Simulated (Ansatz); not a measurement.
Worked calculations on one periodic cell of amorphous Si30N41Al: Si30N41Al, 72 atoms, volume 809.2 Å³, made by a melt-quench on the CHGNet potential and relaxed with DFT. N atoms were pushed apart under 1.9 Å during the dynamics, to hinder bonds among them. It is a model cell: composition and starting density were chosen by hand, and all elements were melted together. Cycles of charging were run to anneal it. Calculation: PBE, scalar-relativistic without spin-orbit coupling (plane waves to 420 eV, PAW; Ansatz, a quantum-chemistry and plane-wave program). Sampling: a 2×2×2 Γ-centred mesh; Fermi-Dirac width 0.02 eV; no spin polarisation. Its volume was held where the quench left it, its shape was free, and it stands at a mean pressure of -2.2 GPa with stress components up to 2.3 GPa; the relaxation ran on the zone centre alone. Its density went from a set 2.96 to 2.96 g/cm³. The cell is small and was quenched far faster than a real film, so it is one sample of the glass.

Problem. Count formal charges (Si +4, N -3, Al +3). What does the count lead one to expect at the Fermi level, and what does the calculation give?

Solution. 30 × (+4) + 41 × (-3) + 1 × (+3) = 0. The charges balance, so the anion-derived valence states can be full and a gap can open. On this mesh the highest filled and lowest empty level lie 2.54 eV apart, the PBE gap of this cell, with a localised state at one edge or both.

Four energies for an added electron at PBE on the zone centre alone (charged cells in a uniform background, spin-polarised): neutral at the neutral geometry -35409.264 eV; charged at the neutral geometry -35399.110 eV; charged and relaxed -35399.642 eV; neutral at the charged geometry -35408.194 eV.

Problem. Find the two relaxation energies and their sum, the reorganisation energy.

Solution. On charging: -35399.110 − (-35399.642) = 0.532 eV. On discharging: -35408.194 − (-35409.264) = 1.070 eV. The sum is 1.602 eV. The carrier's level spreads over 9 of the 72 atoms' worth, so it counts as partly localised, most on one Si atom with neighbours N 1.72 Å, N 1.76 Å, N 1.78 Å, N 1.79 Å (neutral geometry). The values are uncorrected: the image energy of a point charge in this cell, 2.84 × 14.40 / (2 × 9.3) = 2.2 eV before screening, is screened by electrons alone at the fixed geometry and by ions too after relaxing, and the carrier can be spread before it relaxes, so each term can be off by up to that value times 1/ε∞, some tenths of an eV. PBE's self-interaction favours spread-out carriers, so a hybrid can localise more.

Four energies for a hole at PBE on the zone centre alone (charged cells in a uniform background, spin-polarised): neutral at the neutral geometry -35409.264 eV; charged at the neutral geometry -35416.684 eV; charged and relaxed -35416.965 eV; neutral at the charged geometry -35408.815 eV.

Problem. Find the two relaxation energies and their sum, the reorganisation energy.

Solution. On charging: -35416.684 − (-35416.965) = 0.281 eV. On discharging: -35408.815 − (-35409.264) = 0.449 eV. The sum is 0.730 eV. The carrier's level spreads over 6 of the 72 atoms' worth, so it counts as localised, most on one N atom with neighbours Si 1.74 Å, Si 1.76 Å, Si 1.78 Å (neutral geometry). The values are uncorrected: the image energy of a point charge in this cell, 2.84 × 14.40 / (2 × 9.3) = 2.2 eV before screening, is screened by electrons alone at the fixed geometry and by ions too after relaxing, and the carrier can be spread before it relaxes, so each term can be off by up to that value times 1/ε∞, some tenths of an eV. PBE's self-interaction favours spread-out carriers, so a hybrid can localise more.
